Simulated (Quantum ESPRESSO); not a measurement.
A self-consistent single point of Rb3Ba (P1, 4 atoms in the cell) with Quantum ESPRESSO.

Method: PBEsol, PseudoDojo standard norm-conserving (PBESOL) pseudopotentials (plane waves; Quantum ESPRESSO 7.5).

The change in words: atoms moved at random. Reference geometry:
```
CELL_PARAMETERS angstrom
      0.00000     5.46259     5.46259
      5.46259     0.00000     5.46259
      5.46259     5.46259     0.00000
ATOMIC_POSITIONS crystal
  Rb 0.25000 0.25000 0.25000
  Rb 0.75000 0.75000 0.75000
  Rb 0.50000 0.50000 0.50000
  Ba 0.00000 0.00000 0.00000
```

Reference input (self-consistent single point, DFT, PBEsol, plane waves, PseudoDojo standard norm-conserving (PBESOL) pseudopotentials): ecutwfc = 60 Ry; occupations = smearing; smearing = fermi-dirac; degauss = 0.0036749 Ry; potentials = {Rb: Rb.upf, Ba: Ba.upf}; K_POINTS = automatic 4 4 4 0 0 0; conv_thr = 1e-10 Ry. This run's input differs from it in these lines:

```diff
@@ -24,6 +24,6 @@
 ATOMIC_POSITIONS {angstrom}
-Rb    2.7312970000    2.7312970000    2.7312970000
-Rb    8.1938910000    8.1938910000    8.1938910000
-Rb    5.4625940000    5.4625940000    5.4625940000
-Ba    0.0000000000    0.0000000000    0.0000000000
+Rb    2.6743494575    2.7299149637    2.7510278895
+Rb    8.1926564538    8.1579853696    8.1526101771
+Rb    5.4311895471    5.4797738581    5.4821063858
+Ba    0.0895865416    0.0201078085    0.0020375476
 K_POINTS {automatic}
```

Output, abridged:

```
     Self-consistent Calculation

     iteration #  1     ecut=    60.00 Ry     beta= 0.70

     Threshold (ethr) on eigenvalues was too large:
     Diagonalizing with lowered threshold

     c_bands:  1 eigenvalues not converged
     c_bands:  1 eigenvalues not converged
     c_bands:  1 eigenvalues not converged
     c_bands:  1 eigenvalues not converged
     c_bands:  1 eigenvalues not converged
   [... 2 lines left out ...]
     c_bands:  1 eigenvalues not converged
     c_bands:  1 eigenvalues not converged
     c_bands:  1 eigenvalues not converged
     c_bands:  1 eigenvalues not converged

   [... lines left out ...]
     c_bands:  1 eigenvalues not converged
     c_bands:  1 eigenvalues not converged
     c_bands:  1 eigenvalues not converged
     c_bands:  1 eigenvalues not converged
     c_bands:  1 eigenvalues not converged
     c_bands:  1 eigenvalues not converged

     total energy              =    -218.22467436 Ry
     estimated scf accuracy    <       0.00005264 Ry

   [... 4 blocks of this kind left out ...]

     iteration #  8     ecut=    60.00 Ry     beta= 0.70

     total energy              =    -218.22468859 Ry
     estimated scf accuracy    <          2.4E-10 Ry

     iteration #  9     ecut=    60.00 Ry     beta= 0.70
     End of self-consistent calculation

     the Fermi energy is     2.7487 ev

!    total energy              =    -218.22468859 Ry
     estimated scf accuracy    <          3.7E-11 Ry
     smearing contrib. (-TS)   =      -0.00406280 Ry
     internal energy E=F+TS    =    -218.22062578 Ry

     convergence has been achieved in   9 iterations

     Forces acting on atoms (cartesian axes, Ry/au):

     atom    1 type  1   force =     0.00198357    0.00029519   -0.00025801
     atom    2 type  1   force =     0.00073597    0.00102959    0.00096307
     atom    3 type  1   force =     0.00029321   -0.00051671   -0.00047809
     atom    4 type  2   force =    -0.00301275   -0.00080807   -0.00022697

     Total force =     0.004121     Total SCF correction =     0.000016

          total   stress  (Ry/bohr**3)                   (kbar)     P=       -1.06
  -0.00000736  -0.00000037  -0.00000028           -1.08       -0.05       -0.04
  -0.00000037  -0.00000721   0.00000055           -0.05       -1.06        0.08
  -0.00000028   0.00000055  -0.00000713           -0.04        0.08       -1.05

   JOB DONE.
```

The run converged in 9 iterations. Against the reference run the free energy goes up by 1.7 meV/atom, the pressure stays at -0.11 GPa and the largest force goes from 0.000 to 0.080 eV/Å. The full log also holds: “c_bands:  2 eigenvalues not converged”.

The starting cell comes from a database of computed structures (which also holds hypothetical and non-ambient phases and stackings), without a prior relaxation at this level. Its lattice was rescaled by a random factor within 2.5 % of one. For this run, on top of that: atoms moved at random.

Cost on one core of a shared machine: roughly 3 min.
